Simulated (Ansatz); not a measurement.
Structure of amorphous Si$_{24}$O$_{45}$F$_{6}$ (periodic cell):

```xyz
75
Lattice="10.4305 0.0000 0.0000 0.0000 10.4305 0.0000 0.0000 0.0000 10.4305" Properties=species:S:1:pos:R:3 pbc="T T T"
Si     3.4422     1.3178     2.6342
Si     0.5643     8.1796     5.1971
Si     8.3563     4.5918     7.2459
Si     8.4975    10.0829     1.0027
Si     7.2626     3.7936     4.3714
Si     1.6681     6.9795     7.9249
Si     8.2041     8.5957     5.2765
Si     4.2495     4.3256     3.4100
Si     0.9795     2.9911     0.1437
Si     6.1759     7.9526     0.9084
Si     2.3681     2.0286     8.2284
Si     0.6662     3.3832     6.3611
Si     2.1057     5.6613     5.2782
Si     0.8844     0.4534     6.5089
Si     8.9211    10.1277     8.5151
Si     0.3020     0.9421     2.2677
Si     3.9164     2.7111     0.1132
Si     4.2572     8.9328     3.3036
Si     5.4327     8.2517     6.0394
Si     6.1489     0.5142     7.5017
Si     5.0059     5.3062     0.6307
Si     4.4216     7.3687     8.9151
Si     8.1851     0.9015     3.6443
Si     9.5155     7.4596     7.9252
O      5.2053     3.7108     0.2824
O      7.5329     4.3605     5.8650
O      8.5749     6.1695     7.5393
O      5.4063     8.4232     2.2761
O      3.6356     2.8012     3.3116
O      4.3394     8.2700     4.8074
O      5.2939     8.2966     9.9626
O      1.9959     3.3363     7.3190
O      8.6929     8.5776     6.8163
O      1.5673     7.0600     4.5945
O      7.4045     2.1764     4.2747
O      2.5018     3.4795     0.5316
O      6.2920     6.2976     0.9158
O      2.8406     7.8291     8.6761
O      0.5693     7.8048     6.8557
O     10.2881     0.1132     7.7133
O      0.1634     2.2724     1.3309
O      2.4088     5.9858     6.8682
O      9.7859     1.2096     3.5668
O      7.6808     0.5687     2.1168
O      3.7825     2.2646     8.9793
O      9.7710     3.8024     7.1895
O      6.8052     7.7458     5.2765
O      0.9499     4.5006     5.1999
O      3.4428     5.1514     4.5540
O      5.5441     9.7918     6.5478
O      1.1788     1.9190     9.3583
O      0.4725     1.8668     5.8002
O      5.7960     4.2389     3.8758
O      4.2921     5.9208     9.6968
O      9.5322     7.9636     4.5028
O      5.0806     7.3574     7.3865
O      9.1571     8.5753     9.0847
O      4.2667     0.1383     3.4154
O      8.6065     0.3977     9.9855
O      7.7415     0.4180     7.6215
O      7.6374     8.6746     0.9202
O      2.3361     0.6978     7.2667
O     10.0719    10.0255     1.5591
O      4.0315     1.4130     1.1016
O      1.0208     9.7456     5.3154
O      7.9107    10.0622     4.6391
O      0.3639     6.6235     8.8031
O      4.1511     5.2371     2.0440
O      1.8779     0.8314     2.6559
F      0.1304     4.2531    10.1560
F      5.5301     0.3709     8.9531
F      5.7358     1.9077     6.8724
F      2.8675     8.4835     2.6691
F      7.4939     3.9944     8.4361
F      8.3355     4.4557     3.3987
```

The numbers are results of PBE, scalar-relativistic without spin-orbit coupling (plane waves to 420 eV, PAW; Ansatz, a program for electronic structure), not measurements.

Preparation: random packing, a CHGNet melt and quench, and a DFT relaxation. O and F atoms were pushed apart under 1.9 Å during the dynamics, to hinder bonds among them. The hot cell started wider than the set density and was brought back towards it in steps. It is the lowest in DFT energy of 2 quenches. It is a model cell: composition and starting density were chosen by hand, and all elements were melted together. No dispersion term was used. Its density started from a set value of 2.22 and ended at 2.21 g/cm³. The simulated quench (nominally 400 K/ps over its main leg) is rapid and tends to freeze in more defects than a deposited or slowly cooled glass has. Values belong to this one cell and scatter from quench to quench. The volume was free in the relaxation, at fixed shape. Stress components on the final sampling reach 0.6 GPa.

Bonds are counted up to Si-Si 2.60 Å, Si-O 2.00 Å, Si-F 1.82 Å, O-O 1.58 Å, O-F 1.48 Å, F-F 1.37 Å. Two cations that share two anions don't count as bonded, nor two that share one unless they lie closer than Si-Si 2.38 Å.

**Question.** Give the coordination numbers, mean bond lengths and angles.

**Answer.** 
* **Mean coordination of Si by anions**: 4.04 (23 with 4, 1 with 5)
* **Mean coordination of O**: 2.02 (44 with 2, 1 with 3)
* **Mean coordination of F**: 1.00 (6 with 1)
* **Mean Si-O bond**: 1.645 Å (spread 0.036 Å, 91 counted)
* **Mean Si-F bond**: 1.586 Å (spread 0.005 Å, 6 counted)
* **Bond angle at Si**: mean 109.2°, spread 8.2°
* **Bond angle at O**: mean 134.3°, spread 15.6°

**Question.** Which atoms depart from the most common coordination of their element?

**Answer.** Si24 has 5 (O27 1.64 Å, O57 1.65 Å, O67 1.76 Å, O33 1.78 Å, O39 1.86 Å); O39 has 3 (Si2 1.70 Å, Si6 1.74 Å, Si24 1.86 Å).

**Question.** List the pairs of like atoms that count as bonded by the rules above.

**Answer.** There are none by these rules.
